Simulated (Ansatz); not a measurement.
# How far a parabola holds: energy against volume of rock-salt ZrN

We consider rock-salt ZrN, described by PBE (PAW; Ansatz, a first-principles code). Run with plane-wave cutoff 520 eV, 20×20×20 k mesh, Fermi–Dirac smearing 0.05 eV, scalar-relativistic PAW data made under PBE. The cell has no free parameter but its volume, all volumes share cutoff and mesh, and the runs aren't spin-polarised. Energies are free energies at the run's smearing, counted from the lowest row; static lattice.

| V (Å³/atom) | E (meV/atom) |
|---|---|
| 11.640 | 16.22 |
| 11.883 | 3.91 |
| 12.125 | 0.00 |
| 12.368 | 3.63 |
| 12.610 | 14.05 |
| 12.853 | ? |

Fit E against V with a parabola, and predict the withheld value at V = 12.853.

With u = V - 12.13, the rows have u = -0.49000, -0.24700, -0.00500, 0.23800, 0.48000. Least squares gives E = -0.017 - 1.274·u + 64.377·u². Residuals (row less fit): 0.156, -0.315, 0.009, 0.304, -0.154; standard error 0.346 (degrees of freedom: 2). The fitted curve has its minimum at V = 12.1, where E = -0.02. Its curvature is d²E/dV² = 2 × 64.377 meV/Å⁶, so B = V0·d²E/dV² × 0.1602 = 250 GPa. At the withheld row, u = 0.72300, so E = -0.017 - 1.274 × 0.72300 + 64.377 × 0.72300² = 32.714 meV/atom. The calculation gives 30.56 meV/atom, 2.154 meV/atom below the prediction (7.0 % of the range of E in the table). The row lies outside the fitted rows, so this is an extrapolation. From the scatter of the fitted rows alone, a prediction at this place has a standard error of 0.820 meV/atom, so the miss is 2.6 times that.

The residuals are curvature that a parabola lacks, not noise. A solid that stiffens under compression and softens on expansion lies above the parabola at the compressed end and under it at the expanded end, as this row does. A third-order Birch-Murnaghan fit to the whole scan has B0 = 249 GPa. Only scans are tabulated whose curvature falls smoothly with volume, and where the parabola meets the shown rows within 5 % of their range and misses the end by 0.1 meV or more.

Measured, for comparison: bulk modulus 248 GPa (room temperature, no zero-point or thermal correction, sources range from 215 to 248; as tabulated in Synthesis of Binary Transition Metal Nitrides, Carbides and Borides from the …). Computed less measured: bulk modulus +0.4 % (+0.4 % to +16 % over the range). A static lattice is as a rule a little smaller and stiffer than an uncorrected measurement, which can account for part of this in the bulk modulus.
